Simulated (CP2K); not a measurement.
Band structure of CsBr (Fm-3m, 2 atoms in the cell).

```yaml
crystal:
  lattice:
    - [5.17748, 0.00000, 0.00000]
    - [2.58874, 4.48383, 0.00000]
    - [2.58874, 1.49461, 4.22740]
  atoms:
    - { symbol: Cs, position: [0.00000, 0.00000, 0.00000] }
    - { symbol: Br, position: [0.50000, 0.50000, 0.50000] }
```

Method of the run: LDA (Pade form), GPW, DZVP-MOLOPT-SR-GTH basis, GTH-PADE potentials (GTH_POTENTIALS) (CP2K 2026.2).

Settings: CUTOFF = 500 Ry; REL_CUTOFF = 50 Ry; SMEAR/METHOD = FERMI_DIRAC; ELECTRONIC_TEMPERATURE = 116.05 K; KPOINTS/SCHEME = MONKHORST-PACK 6 6 6; GAMMA_CENTERED = T; XC_FUNCTIONAL = PADE; Cs/BASIS_SET = DZVP-MOLOPT-SR-GTH; Cs/POTENTIAL = GTH-PADE-q9; Br/BASIS_SET = DZVP-MOLOPT-SR-GTH; Br/POTENTIAL = GTH-PADE-q7; METHOD = GPW; EPS_DEFAULT = 1e-11; EXTRAPOLATION = USE_GUESS.

The starting cell comes from a database of computed structures (which also holds hypothetical and non-ambient phases and stackings), without a prior relaxation at this level. Values carry the incompleteness of an atom-centred basis.

Predict the gap along the standard path and the places of the band edges.

The gap along the path is 4.07 eV, direct at Γ to within 0.01 eV.

Levels in eV from the top of the valence band on the SCF mesh, bands 5 to 9:
```
point      5      6      7      8     9
-----  -----  -----  -----  -----  ----
Γ      -6.25   0.00   0.00   0.00  4.07
X      -6.36  -0.15  -0.04  -0.04  6.58
W      -6.26  -0.43  -0.13  -0.13  6.63
K      -6.32  -0.33  -0.20  -0.15  6.67
L      -6.25  -0.76  -0.36  -0.36  6.72
U      -6.32  -0.33  -0.20  -0.15  6.67
```

Higher empty bands are left out: an atom-centred basis made for the valence describes them poorly.
